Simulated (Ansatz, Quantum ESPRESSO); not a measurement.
A Quantum ESPRESSO input for a self-consistent single point of LaBi2ClO4 (P4/mmm, 8 atoms in the cell) (DFT, LDA (PZ), plane waves, PseudoDojo standard norm-conserving (PBE) pseudopotentials):

```fortran
&control
    calculation = 'scf',
    prefix = 'scf',
    outdir = './out',
    pseudo_dir = './',
    tprnfor = .true.,
    tstress = .true.,
/
&system
    ibrav = 6,
    celldm(1) = 7.537928539,
    celldm(3) = 2.33979041841,
    nat = 8,
    ntyp = 4,
    ecutwfc = 110,
    occupations = 'smearing',
    smearing = 'fermi-dirac',
    degauss = 0.00147,
    input_dft = 'pz',
/
&electrons
    conv_thr = 1.0d-10,
    mixing_beta = 0.3,
/
ATOMIC_SPECIES
La   138.9055  La.upf
Bi   208.9804  Bi.upf
Cl    35.4500  Cl.upf
O     15.9990  O.upf
ATOMIC_POSITIONS angstrom
La    0.000000000    0.000000000    0.000000000
Bi    1.994450000    1.994450000    2.598173432
Bi    1.994450000    1.994450000    6.735016568
Cl    0.000000000    0.000000000    4.666595000
O     0.000000000    1.994450000    1.508803495
O     0.000000000    1.994450000    7.824386505
O     1.994450000    0.000000000    1.508803495
O     1.994450000    0.000000000    7.824386505
K_POINTS automatic
6 6 3  0 0 0
```

Give the Ansatz (an electronic-structure program) input for the same structure, mesh, smearing and functional.

This is the input that was run; spellings and numerical settings could be chosen otherwise.

Ansatz 0.2 input:
```yaml
crystal:
  lattice:
    - [3.98890000, 0.00000000, 0.00000000]
    - [0.00000000, 3.98890000, 0.00000000]
    - [0.00000000, 0.00000000, 9.33319000]
  atoms:
    - { symbol: La, position: [0.00000000, 0.00000000, 0.00000000] }
    - { symbol: Bi, position: [0.50000000, 0.50000000, 0.27838000] }
    - { symbol: Bi, position: [0.50000000, 0.50000000, 0.72162000] }
    - { symbol: Cl, position: [0.00000000, 0.00000000, 0.50000000] }
    - { symbol: O, position: [0.00000000, 0.50000000, 0.16166000] }
    - { symbol: O, position: [0.00000000, 0.50000000, 0.83834000] }
    - { symbol: O, position: [0.50000000, 0.00000000, 0.16166000] }
    - { symbol: O, position: [0.50000000, 0.00000000, 0.83834000] }
kpoints:
  mp_grid:
    grid: [6, 6, 3]
hamiltonian:
  xc: lda
  pseudopotentials:
    kind: paw
scf:
  occupations:
    method: fermi_dirac
    width: 0.02
output:
  forces: true
  eigenvalues: true
  stress: true
```

Basis, cutoffs, solver keys and any potentials are the target program's own. This input uses DFT, LDA (PW92), plane waves, default PAW files made with PBE. LDA parametrisations can differ slightly between programs.

The starting cell comes from a database of computed structures (which also holds hypothetical and non-ambient phases and stackings), without a prior relaxation at this level.
